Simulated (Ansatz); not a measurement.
Partial pair distribution functions of a relaxed model of amorphous Si₁₄Pb₁₀O₃₈, broadened by 0.06 Å; density 4.43 g/cm³. Computed with PBE, scalar-relativistic without spin-orbit coupling (plane waves to 420 eV, PAW; Ansatz, a program for electronic structure).

It comes from a melt-quench run on a machine-learned potential (CHGNet), relaxed afterwards by DFT. O atoms were pushed apart under 1.9 Å during the dynamics, to hinder bonds among them. The hot cell started wider than the set density and was brought back towards it in steps. It is the lowest in DFT energy of 2 quenches. It is a model cell: composition and starting density were chosen by hand, and all elements were melted together. No dispersion term was used. Its density started from a set value of 5.16 and ended at 4.43 g/cm³. The simulated quench (nominally 260 K/ps over its main leg) is rapid and tends to freeze in more defects than a deposited or slowly cooled glass has. One small periodic cell is one sample of the glass; other quenches scatter about these values. Volume and shape were free in the relaxation.

```csv
r (Å),g Si-O,g Pb-O,g Si-Si,g Pb-Pb
1.35,0.00,0.00,0.00,0.00
1.45,0.34,0.00,0.00,0.00
1.55,8.97,0.00,0.00,0.00
1.65,21.24,0.00,0.00,0.00
1.75,5.17,0.00,0.00,0.00
1.85,0.14,0.00,0.00,0.00
1.95,0.00,0.01,0.00,0.00
2.05,0.00,0.20,0.00,0.00
2.15,0.00,0.85,0.00,0.00
2.25,0.00,3.81,0.03,0.00
2.35,0.00,4.44,0.67,0.00
2.45,0.00,2.43,0.84,0.00
2.55,0.00,0.86,0.06,0.00
2.65,0.00,0.82,0.01,0.00
2.75,0.00,1.33,0.58,0.00
2.85,0.02,1.03,2.59,0.00
2.95,0.22,0.47,4.85,0.00
3.05,0.29,0.55,7.49,0.01
3.15,0.28,0.63,3.80,0.44
3.25,0.64,0.69,0.90,1.12
3.35,1.05,0.74,0.21,0.20
3.45,1.49,0.62,0.00,0.84
3.55,1.30,0.66,0.00,2.01
3.65,1.30,0.55,0.00,2.28
3.75,1.43,0.85,0.00,2.63
3.85,1.40,0.67,0.00,0.94
3.95,1.44,0.39,0.00,2.62
4.05,1.55,0.67,0.15,2.75
4.15,1.64,0.83,0.78,2.72
4.25,2.12,1.01,1.31,3.58
4.35,1.44,0.88,1.97,1.66
4.45,1.03,1.03,1.14,0.58
4.55,1.02,1.17,1.11,1.77
4.65,0.72,0.92,1.50,1.61
4.75,0.48,1.02,1.52,0.48
4.85,0.47,1.03,1.29,0.38
4.95,0.70,1.42,1.09,0.35
```

Within 1.92 Å each Si has 4.00 O neighbours on average.
